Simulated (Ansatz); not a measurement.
## CuI: response to strain

Base system: CuI in the zinc blende structure (space group F-43m, No. 216; a = 5.862 Å). Axes: x, y, z lie along the cube axes.

Strains are applied to the cell and any free atomic positions relax; under biaxial strain the out-of-plane vector relaxes too.

All numbers come from Kohn–Sham DFT with the LDA functional, run in Ansatz (a quantum-chemistry and plane-wave program) with PAW and 420 eV plane waves, no spin-orbit coupling.

Notes on the quantities. energy relative to the base: free energy F.

| biaxial strain, plane normal [111], relaxed out of plane (%) | energy relative to the base (meV/atom) |
|---|---|
| 0 | 0.0 |
| 0.42 | 0.3 |
| 0.83 | ? |
| 1.25 | 2.4 |
| 1.67 | 4.3 |
| 2.08 | 6.6 |
| 2.5 | 9.4 |

**Question.** Fit ΔE = Aε² + Bε³ (ε in %) to the rows shown and predict the withheld row.

**Answer.** Least squares on the printed values gives A = 1.60 and B = -0.040 meV/atom (largest residual 0.0 meV/atom); this predicts 1.1 meV/atom, and the run gives 1.1 meV/atom, in agreement.

Stability against distortions was not tested. All final runs are without spin polarisation.
